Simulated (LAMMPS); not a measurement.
Al (fcc) with 10 % of Al sites Cu at 1120 K and zero pressure, started from the melt, with several potentials, in cells of their own sizes.

Models:
- EAM-type AlCu.adp: classical MD, pair style adp, file AlCu.adp (LAMMPS); Apostol and Mishin, Phys Rev B 83, 054116 (2011)
- EAM-type AlCu.eam.alloy: classical MD, pair style eam/alloy, file AlCu.eam.alloy (LAMMPS); Cai and Ye, Phys Rev B, 54, 8398-8410 (1996)
- MEAM AlSiMgCuFe.meam: classical MD, pair style meam, file AlSiMgCuFe.meam (LAMMPS); Jelinek, Groh, Horstemeyer, Houze, Kim, Wagner, Moitra and Baskes, Phys Rev B, 85, 245102 (2012)

```json
[
 {"potential": "EAM-type AlCu.adp", "state": "liquid", "volume": "17.397 ± 0.004 Å³/atom", "first peak of g(r), Al-Cu": "2.47 Å, height 4.7", "coordination number of Al by Cu": "0.92 (counted to 3.14 Å)", "self-diffusion coefficient of Al (not corrected for cell size)": "(1.78 ± 0.03) × 10^-5 cm²/s", "viscosity": "-", "mean phonon frequency": "6.1 THz", "rough cost (ms per atom and simulated ps)": "1 to 3"},
 {"potential": "EAM-type AlCu.eam.alloy", "state": "liquid", "volume": "19.032 ± 0.002 Å³/atom", "first peak of g(r), Al-Cu": "2.66 Å, height 2.8", "coordination number of Al by Cu": "1.29 (counted to 3.86 Å)", "self-diffusion coefficient of Al (not corrected for cell size)": "(9.2 ± 0.1) × 10^-5 cm²/s", "viscosity": "0.96 ± 0.04 mPa s", "mean phonon frequency": "4.4 THz", "rough cost (ms per atom and simulated ps)": "1 to 3"},
 {"potential": "MEAM AlSiMgCuFe.meam", "state": "liquid", "volume": "17.524 ± 0.006 Å³/atom", "first peak of g(r), Al-Cu": "2.63 Å, height 3.3", "coordination number of Al by Cu": "0.90 (counted to 3.18 Å)", "self-diffusion coefficient of Al (not corrected for cell size)": "(2.87 ± 0.09) × 10^-5 cm²/s", "viscosity": "4.9 ± 0.9 mPa s", "mean phonon frequency": "6.4 THz", "rough cost (ms per atom and simulated ps)": "3 to 10"}
]
```

Costs are rough: whole-run CPU time with set-up and analysis, from shared machines, in bands a factor of about three wide.

Caution: a run this short can hold a crystal over, or a liquid under, the potential's own melting point, which these runs don't give.

States go by the mean squared displacement: a species diffuses where it passes 1.5 Å², still rises and gives D over 1e-6 cm²/s; a crystal has left its structure where atoms lie 0.35 Å off their sites on average or a cubic box changes its shape by 3 %, or the axial ratios of another lie 8 % off the starting cell's, which the potential's own relaxation can also do.

Errors of D are the spread over four groups of atoms in one short run; a floor of about 5 %, a picked value, is safer.

Errors shown are sampling errors alone.
